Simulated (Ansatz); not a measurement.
# A computed series for hypothetical zinc blende AsN: element substitutions

The parent structure is AsN in the zinc blende structure (space group F-43m, No. 216; a = 4.995 Å; a hypothetical phase, not in the database extracts checked).

Each row replaces one element on all its sites; cell and atoms are relaxed.

Level of theory: plane-wave PAW DFT at the PBE level (Ansatz, an electronic-structure program, 420 eV), no SOC.

Before the change:

The volume per atom is 15.58 Å³.

### Question
The aim is a volume per atom between 24.52 Å³ and 26.34 Å³. Which of these changes reaches it?
A) N → P
B) N → C
C) As → B

### Answer
A, N → P. It gives 25.10 Å³; As → B gives 5.95 Å³; N → C gives 14.01 Å³. Changes not listed may reach it too

Stability against distortions was not tested. As relaxed here, AsP and AsC are hypothetical phases, not in the database extracts checked. The final runs are not spin-polarised. An odd electron count without spin: AsC.
